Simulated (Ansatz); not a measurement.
## NiAgO₂ (space group P6_3/mmc, No. 194; ferromagnetic; a cell from a computed database, its experimental status unchecked)

NiAgO$_{2}$ has the hexagonal space group P6₃/mmc (No. 194), Pearson symbol hP8. Lattice parameters: a = b = 2.9022 Å, c = 12.1743 Å, α = β = 90.00°, γ = 120.00°. Ni on 2a is surrounded by 6 O at 1.932 Å (octahedral). Ag on 2c is surrounded by 2 O at 2.082 Å (linear). O on 4f is surrounded by 3 Ni at 1.932 Å and 1 Ag at 2.082 Å (tetrahedral). (Neighbours: up to the widest gap in distance over summed covalent radii, below 1.35, at either atom; cation-cation and far metal-metal contacts left out.)

Level of theory: plane-wave PAW DFT at the PBEsol level (Ansatz, a quantum-chemistry and plane-wave program, 420 eV), no spin-orbit coupling. Γ-centred 18×18×4 mesh, Fermi–Dirac width 0.05 eV.

```json
{
 "volume_per_atom": "11.10 Å³",
 "density": "7.43 g/cm³",
 "band_gap": "zero",
 "magnetic_state": "ferromagnetic",
 "total_energy": "-3611.570 eV/atom (σ→0; compares only within this code and set-up)"
}
```

Stability against distortions was not tested. No Hubbard U is applied and the magnetic state is the run's own (NiAgO2 ferromagnetic); small cells can't hold the antiferromagnetic order that many such compounds have, so gaps and moments can be off.
